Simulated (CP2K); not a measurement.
CP2K run on MoSi2 (P1, 3 atoms in the cell): self-consistent single point.

Method of the run: PBE, GPW, DZVP-MOLOPT-SR-GTH basis, GTH-PBE potentials (GTH_POTENTIALS) (CP2K 2026.2).

The change in words: lattice scaled by 0.98. Reference geometry:
```
CELL_PARAMETERS angstrom
      4.53406     0.00000     0.00000
      2.26146     3.92982     0.00000
     -3.39776    -1.96491     2.26981
ATOMIC_POSITIONS crystal
  Si 0.65498 0.67219 0.00563
  Si 0.34358 0.34846 0.02831
  Mo 0.00144 0.97936 0.96605
```

Reference input (self-consistent single point, DFT PBE, GPW, DZVP-MOLOPT-SR-GTH basis, GTH-PBE potentials (GTH_POTENTIALS)): CUTOFF = 500 Ry; REL_CUTOFF = 50 Ry; SMEAR/METHOD = FERMI_DIRAC; ELECTRONIC_TEMPERATURE = 1160.45 K; KPOINTS/SCHEME = MONKHORST-PACK 5 5 7; XC_FUNCTIONAL = PBE; Si/BASIS_SET = DZVP-MOLOPT-SR-GTH-q4; Si/POTENTIAL = GTH-PBE-q4; Mo/BASIS_SET = DZVP-MOLOPT-SR-GTH-q14; Mo/POTENTIAL = GTH-PBE-q14; METHOD = GPW; EPS_DEFAULT = 1e-11. This run's input differs from it in these lines:

```diff
@@ -62,5 +62,5 @@
     &CELL
-      A 4.53405700 0.00000000 0.00000000
-      B 2.26145700 3.92982000 0.00000000
-      C -3.39775700 -1.96491000 2.26981300
+      A 4.44337600 0.00000000 0.00000000
+      B 2.21622800 3.85122400 0.00000000
+      C -3.32980200 -1.92561200 2.22441700
       PERIODIC XYZ
@@ -68,5 +68,5 @@
     &COORD
-      Si       4.47068663     2.63049575     0.01278813
-      Si       2.24962547     1.31373490     0.06426295
-      Mo       0.07520190    -0.01441065    -0.07705107
+      Si       4.38127308     2.57788611     0.01253237
+      Si       2.20463306     1.28746033     0.06297769
+      Mo       0.07369786    -0.01412244    -0.07551006
     &END COORD
```

The program printed (abridged):

```
 SCF WAVEFUNCTION OPTIMIZATION

  Step     Update method      Time    Convergence         Total energy    Change
     1 NoMix/Diag. 0.30E+00      -     1.19240368       -77.0601972140 -7.71E+01
     2 Broy./Diag. 0.30E+00      -     0.11146002       -77.7993893509 -7.39E-01
     3 Broy./Diag. 0.30E+00      -     0.01522972       -76.5620813354  1.24E+00
     4 Broy./Diag. 0.30E+00      -     0.02672099       -76.2235777138  3.39E-01
     5 Broy./Diag. 0.30E+00      -     0.00366684       -76.1386595997  8.49E-02
     6 Broy./Diag. 0.30E+00      -     0.00052129       -76.1447037950 -6.04E-03
   [... 4 lines left out ...]
    11 Broy./Diag. 0.30E+00      -     0.00000155       -76.1507764901  2.57E-05
    12 Broy./Diag. 0.30E+00      -     0.00000064       -76.1507762809  2.09E-07
    13 Broy./Diag. 0.30E+00      -     0.00000018       -76.1507692420  7.04E-06
    14 Broy./Diag. 0.30E+00      -     0.00000004       -76.1507689778  2.64E-07
  *** SCF run converged in    14 steps ***

  Overlap energy of the core charge distribution:               0.00000000000219
  Self energy of the core charge distribution:               -149.09872715321256
  Core Hamiltonian energy:                                     33.85442113425954
  Hartree energy:                                              49.67786202887967
  Exchange-correlation energy:                                -10.58403586299694
  Electronic entropic energy:                                  -0.00028912468183
  Fermi energy:                                                 0.53249642588643

  Total energy:                                               -76.15076897776042
  Total energy (extrapolated to T->0):                        -76.15062441541951

                     Mulliken Population Analysis

   [... lines left out ...]

 STRESS| Analytical stress tensor [bar]
 STRESS|                        x                   y                   z
 STRESS|      x        2.09318072302E+05   8.21564785551E+03  -2.99906064740E+03
 STRESS|      y        8.21564785551E+03   1.70250575580E+05  -9.39755225810E+03
 STRESS|      z       -2.99906064740E+03  -9.39755225810E+03   1.82187312150E+05
 STRESS| 1/3 Trace                                             1.87251986677E+05
```

The run converged in 14 iterations. Against the reference run the free energy goes up by 53.3 meV/atom, the pressure goes from 3.59 to 18.73 GPa and the largest force goes from 1.704 to 2.137 eV/Å.

The starting cell has typed, rounded lattice constants, without a prior relaxation at this level. Its atoms were displaced at random from the sites of space group no. 139. For this run, on top of that: lattice scaled by 0.98. Spin polarisation is off. Values carry the incompleteness of an atom-centred basis. With a pressure of about 19 GPa the cell is away from its equilibrium volume at this level. Forces in this geometry exceed 1 eV/Å.

Cost on one core of a shared machine: roughly 2 min.
